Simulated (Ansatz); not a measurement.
Phonon-limited resistivity of VPt (P4/mmm) against temperature in μΩ·cm, PBEsol, DFPT electron-phonon coupling, linearised Boltzmann equation (Ansatz, an electronic-structure program), harmonic crystal at a fixed cell.

```
T         ρ
-----  ----
50 K   0.22
77 K   0.95
100 K  1.97
150 K     ?
200 K     ?
250 K   9.6
273 K  10.7
300 K  12.0
350 K  14.3
400 K  16.5
500 K    21
600 K    26
800 K    35
```

Problem. Complete the blanks.

Solution. 
- 150 K, ρ: 4.6
- 200 K, ρ: 7.2

A metal at this level (no band gap). Only scattering by harmonic phonons is included (no impurities, grain boundaries, electron-electron scattering or thermal expansion). Spin-orbit coupling is left out, which matters with elements this heavy. Halving the electron mesh (32x32x24) moves the resistivity by up to 3 %. Smearing 0.20 eV; phonons on a 5x5x4 q mesh, which this run doesn't test and which matters most at low temperature.

Formula and space group known from diffraction (Crystallography Open Database), not checked to be the room-temperature form: VPt (P4/mmm). Treated as nonmagnetic (a ferromagnetic start lost its moment, other orders weren't tried): VPt (P4/mmm).
